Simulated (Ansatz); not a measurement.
Defect migration in wurtzite AlN strained by +1.5 % along x and y, z held: N vacancy, charge state +1. Level of theory: PBE, PAW (plane waves to 420 eV; Ansatz, a quantum-chemistry and plane-wave program).

72-site cell at the strained lattice (strain from the relaxed PBE one, atoms relaxed), a 2×2×2 k-point mesh shifted by half a step along c, smearing 0.01 eV, spin-restricted, no finite-size correction. Static, classical nuclei. The charge state is imposed; whether it is stable for some Fermi level was not computed. Forms of the defect that were not tried may lie lower.

A. one N atom jumps into the vacancy from a nearby N site; the atom moves 3.17 Å along (0.00, 1.00, 0.00) of the unit cell; the moving atom starts with neighbours Al at 1.90, 3 Al at 1.93 Å and ends with Al at 1.90, 3 Al at 1.93 Å; saddle order not checked, on a symmetry element.
B. one N atom jumps into the vacancy from a nearby N site; the atom moves 3.09 Å along (0.33, -0.33, -0.50) of the unit cell; the moving atom starts with neighbours Al at 1.90, Al at 1.92, 2 Al at 1.94 Å and ends with Al at 1.89, 2 Al at 1.93, Al at 1.95 Å; saddle order not checked, on a symmetry element.

A band can be held on a symmetry element, so unchecked saddle points there may be too high.

Problem. Rank these by forward barrier (lowest first), as PBE, PAW gives it.

Solution. A (4.26 eV), B (4.32 eV)
